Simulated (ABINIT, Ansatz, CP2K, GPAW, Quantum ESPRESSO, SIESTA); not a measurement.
**Code comparison for HfB2 (P6/mmm, 3 atoms in the cell)**

Self-consistent single point, at a second geometry (lattice scaled by 0.98). First geometry:

```yaml
crystal:
  lattice:
    - [1.59528, -2.76310, 0.00000]
    - [1.59528, 2.76310, 0.00000]
    - [0.00000, 0.00000, 3.53603]
  atoms:
    - { symbol: Hf, position: [0.00000, 0.00000, 0.00000] }
    - { symbol: B, position: [0.33333, 0.66667, 0.50000] }
    - { symbol: B, position: [0.66667, 0.33333, 0.50000] }
```

Shared settings, as Ansatz (a quantum-chemistry and plane-wave program) writes them: kpoints.mp_grid.grid = 10 10 8; scf.occupations.method = gaussian; scf.occupations.width = 0.1 eV. Potentials and cutoffs stand in the table.

| code | model | ΔF from the first geometry (meV/atom) | pressure (GPa) | cutoff |
|---|---|---|---|---|
| ABINIT | PBE, PAW (JTH v2.0 PBE PAW) | -11.2 | 4.50 | 40 Ry |
| Quantum ESPRESSO | PBE, GBRV 1.5 ultrasoft (PBE) pseudopotentials | -9.6 | 4.57 | 40 Ry |
| GPAW | PBE, GPAW PAW datasets PBE (gpaw-data 1.0.1) | -8.0 | – | 950 eV |
| SIESTA | GGA PBE, numerical atomic orbitals TZP, PseudoDojo PBE standard norm-conserving potentials (rewritten from UPF to PSML) | -12.4 | 4.30 | grid 400 Ry |
| Ansatz | PBE, default PAW files | -11.0 | 4.51 | default |
| CP2K | PBE, GPW, DZVP-MOLOPT-SR-GTH basis, GTH-PBE potentials (GTH_POTENTIALS) | -17.2 | 2.97 | grid 500 Ry |

A dash marks a value that a program does not give, or that is left out as unsure.

On Ansatz's run: spin-orbit coupling is off.

The spread over the programs that give each value: ΔF from the first geometry within 9.2 meV/atom; pressure within 1.60 GPa.

SIESTA and CP2K use small atom-centred bases, whose incompleteness enters pressures, forces and empty levels differently from a plane-wave cutoff. Ansatz's pressure is given at a fixed set of plane waves, as the other plane-wave codes print theirs; with its correction for the finite basis it is 4.70 GPa. The pressure of GPAW is left out: its cutoff lies under the one at which its stress was checked. In the pressure, CP2K (by 1.54) lies more than 1 GPa from the median of the plane-wave programs.

The starting cell has typed, rounded lattice constants, without a prior relaxation at this level. Its lattice was rescaled by a random factor within 2.5 % of one. For this run, on top of that: lattice scaled by 0.98.

Left out of this page: Elk and FLEUR (not drawn, or without a comparable value).

Keys are those of Ansatz 0.2.
